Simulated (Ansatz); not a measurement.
# Ge2Sb2Te5 (Cm, No. 8, 9 atoms in the cell; start mp-1224407)

Calculation: PBE+SOC (plane waves, PAW; Ansatz, a first-principles code).

Numerical settings: plane-wave cutoff 520 eV, 6×6×4 k mesh (along the axes of the cell as run), Fermi–Dirac smearing 0.01 eV, PAW data made under PBE.

Cell (relaxed with PBEsol):

Ge₂Sb₂Te₅ is taken in the monoclinic space group Cm (No. 8), Pearson symbol mS18. Lattice parameters: a = 13.3636 Å, b = 5.9988 Å, c = 9.4368 Å, α = γ = 90.00°, β = 134.53°. Ge1 on 2a sees 2 Te at 2.795–2.821 Å and 4 Te at 3.004–3.153 Å (octahedral). Ge2 on 2a has 1 Te at 2.747 Å and 4 Te at 2.888–3.042 Å and 1 Te at 3.202 Å (octahedral). Sb1 on 2a is coordinated by 6 Te at 2.888–3.209 Å (octahedral). Sb2 on 2a has 6 Te at 2.970–3.122 Å (octahedral). Te1 on 2a is surrounded by 1 Ge at 2.888 Å and 1 Ge at 3.153 Å and 3 Sb at 3.004–3.083 Å (square pyramidal). Te2 on 2a is coordinated by 1 Ge at 2.795 Å and 1 Ge at 3.042 Å and 1 Sb at 2.888 Å and 1 Sb at 3.122 Å (square planar). Te3 on 2a is surrounded by 1 Ge at 2.747 Å and 2 Ge at 3.004 Å and 2 Sb at 3.110–3.209 Å (square pyramidal). Te4 on 2a sees 2 Sb at 2.970–3.047 Å and 3 Ge at 3.013–3.094 Å (square pyramidal). 1 further independent sites are not listed. (Neighbours: up to the widest gap in distance over summed covalent radii, below 1.35, at either atom.)
(The calculation used a cell of 9 atoms; values per cell refer to that cell.)

band gap: 0.01 eV (under three smearing widths, so not firm)
smallest direct gap on the k points sampled: 0.10 eV
Γ–Γ gap: 1.30 eV

Note: cell and atoms aren't relaxed at this level (largest force component 0.12 eV/Å, pressure 2.7 GPa).

Computed values are for the static lattice.

The result took around 13 core-minutes (rough).

A start named mp-… is a Materials Project structure, which need not be a measured phase.
